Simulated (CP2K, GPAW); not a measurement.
A CP2K input for a self-consistent single point of SnSe2 (P-3m1, 3 atoms in the cell) (DFT PBE, GPW, DZVP-MOLOPT-SR-GTH basis, GTH-PBE potentials (GTH_POTENTIALS)):

```
&GLOBAL
  PROJECT run
  RUN_TYPE ENERGY_FORCE
  PRINT_LEVEL LOW
&END GLOBAL
&FORCE_EVAL
  METHOD Quickstep
  STRESS_TENSOR ANALYTICAL
  &DFT
    BASIS_SET_FILE_NAME BASIS_MOLOPT
    POTENTIAL_FILE_NAME GTH_POTENTIALS
    &QS
      METHOD GPW
      EPS_DEFAULT 1E-10
    &END QS
    &MGRID
      CUTOFF 400
      REL_CUTOFF 60
      NGRIDS 4
    &END MGRID
    &SCF
      SCF_GUESS ATOMIC
      EPS_SCF 1E-7
      MAX_SCF 100
      ADDED_MOS 4
      &DIAGONALIZATION
        ALGORITHM STANDARD
      &END DIAGONALIZATION
      &MIXING
        METHOD BROYDEN_MIXING
        ALPHA 0.2
        NBUFFER 12
      &END MIXING
    &END SCF
    &KPOINTS
      SCHEME MONKHORST-PACK 8 8 4
      GAMMA_CENTERED T
    &END KPOINTS
    &XC
      &XC_FUNCTIONAL PBE
      &END XC_FUNCTIONAL
    &END XC
    &PRINT
      &MO
        EIGENVALUES T
        OCCUPATION_NUMBERS T
        NDIGITS 8
        FILENAME mo
        &EACH
          QS_SCF 0
        &END EACH
        ADD_LAST NUMERIC
      &END MO
      &MULLIKEN OFF
      &END MULLIKEN
    &END PRINT
  &END DFT
  &SUBSYS
    &CELL
      A 3.68863100 0.00000000 0.00000000
      B -1.84431600 3.19444800 0.00000000
      C 0.00000000 0.00000000 6.22713300
      PERIODIC XYZ
    &END CELL
    &COORD
      SCALED
      Sn       0.00000000     0.00000000     0.00000000
      Se       0.66666700     0.33333300     0.75710000
      Se       0.33333300     0.66666700     0.24290000
    &END COORD
    &KIND Sn
      BASIS_SET DZVP-MOLOPT-SR-GTH
      POTENTIAL GTH-PBE-q4
    &END KIND
    &KIND Se
      BASIS_SET DZVP-MOLOPT-SR-GTH
      POTENTIAL GTH-PBE-q6
    &END KIND
  &END SUBSYS
  &PRINT
    &FORCES ON
    &END FORCES
    &STRESS_TENSOR ON
    &END STRESS_TENSOR
  &END PRINT
&END FORCE_EVAL
```

Problem. Translate this input to GPAW.

Solution. One input that does it (others would too):

```python
from ase import Atoms
from ase.units import GPa
from gpaw import GPAW

atoms = Atoms(['Sn', 'Se', 'Se'],
              cell=[[3.688631, 0.000000, 0.000000],
                    [-1.844316, 3.194448, 0.000000],
                    [0.000000, 0.000000, 6.227133]],
              positions=[[0.000000, 0.000000, 0.000000],
                         [1.844317, 1.064815, 4.714562],
                         [-0.000002, 2.129633, 1.512571]],
              pbc=True)

calc = GPAW(mode={'name': 'pw', 'ecut': 600},
            xc='PBE',
            kpts={'size': (8, 8, 4), 'gamma': True},
            occupations={'name': 'fixed-uniform'},
            nbands=-4,
            convergence={'density': 1e-05, 'bands': -2},
            symmetry={'symmorphic': False, 'tolerance': 0.0005},
            maxiter=150)

atoms.calc = calc

energy = atoms.get_potential_energy()
print('Energy (eV):', round(energy, 6))
forces = atoms.get_forces()
print('Forces (eV/Ang):')
print(forces.round(5))
stress = atoms.get_stress()
print('Stress (GPa, Voigt):', (stress / GPa).round(4))
```

Basis settings and potentials, where a program has them, do not carry over. This input uses DFT PBE, plane waves, GPAW PAW datasets PBE (gpaw-data 1.0.1).

The starting cell comes from a database of computed structures (which also holds hypothetical and non-ambient phases and stackings), without a prior relaxation at this level. Its lattice was rescaled by a random factor within 2.5 % of one. For this run, on top of that: lattice scaled by 0.98.
